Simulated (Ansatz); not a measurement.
The structure below was relaxed with Kohn–Sham DFT with the PBE functional, run in Ansatz (a program for electronic structure) with PAW and 420 eV plane waves, without spin-orbit coupling, earlier PAW set, at pressure 7.5 GPa.

```
BaTiO3
1.0
    3.95399     0.00000     0.00000
    0.00000     3.95399     0.00000
    0.00000     0.00000     4.01051
Ti Ba O
1 1 3
Direct
  0.50000   0.50000   0.44285
  0.00000   0.00000   0.92899
  0.50000   0.50000   0.90642
  0.50000   0.00000   0.41387
  0.00000   0.50000   0.41387
```

Question: Find the space group and the Wyckoff positions.

Answer: Space group P4mm (No. 99); a = b = 3.954 Å, c = 4.011 Å, α = β = γ = 90.00°

```
atom  site  symmetry       x       y       z
----  ----  --------  ------  ------  ------
Ti      1b       4mm  0.5000  0.5000  0.4429
Ba      1a       4mm  0.0000  0.0000  0.9290
O       1b       4mm  0.5000  0.5000  0.9064
O       2c      2mm.  0.0000  0.5000  0.4139
```

Load acts through the strain it causes; cell and atoms are relaxed under it. Whether these cells are dynamically stable was not tested. Competing high-pressure phases were not computed. All final runs are without spin polarisation. The cell was made from BaTiO₃ (space group P4mm, No. 99) by this change: pressure 7.5 GPa.
